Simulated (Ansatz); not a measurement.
# SrHg$_{2}$In$_{2}$ (I4/mmm): resistivity and electron-phonon coupling

Given:

```
Hg2In2Sr
1.0
   -2.28070     2.28070     6.37247
    2.28070    -2.28070     6.37247
    2.28070     2.28070    -6.37247
Sr In Hg
1 2 2
Direct
  0.00000   0.00000   0.00000
  0.75000   0.25000   0.50000
  0.25000   0.75000   0.50000
  0.60799   0.60799   0.00000
  0.39201   0.39201   0.00000
```

Calculation: PBEsol, DFPT electron-phonon coupling, linearised Boltzmann equation (plane waves, PAW, scalar-relativistic; Ansatz, a first-principles code). How the cell was made: relaxed with this functional, without spin-orbit coupling.

```json
{
  "resistivity at 300 K": "16.4 (x), 16.4 (y), 27 (z) μΩ·cm",
  "resistivity at 77 K": "3.7 (x), 3.7 (y), 6.0 (z) μΩ·cm",
  "electron mean free path at 300 K (weighted by the current that each state carries)": "8.4 (x), 8.4 (y), 7.5 (z) nm",
  "electron-phonon coupling λ": "0.53",
  "transport coupling λ_tr": "0.51 (x), 0.51 (y), 0.53 (z)",
  "logarithmic_mean_phonon_energy": "6.0 meV",
  "density of states at the Fermi level": "0.96 states/(eV·spin·cell)",
  "drude_plasma_energy": "6.1 (x), 6.1 (y), 4.9 (z) eV"
}
```

A metal at this level (no band gap). Only scattering by harmonic phonons is included (no impurities, grain boundaries, electron-electron scattering or thermal expansion). Spin-orbit coupling is left out, which matters with elements this heavy. Halving the electron mesh (20x20x20) moves the resistivity by up to 9 % at 300 K, the mean free path by up to 4 %, the coupling by up to 4 %. Smearing 0.20 eV; phonons on a 4x4x4 q mesh, which this run doesn't test and which matters most at low temperature.

Computed structure with no diffraction record at hand here (it may be known, metastable or hypothetical): SrHg2In2 (I4/mmm).
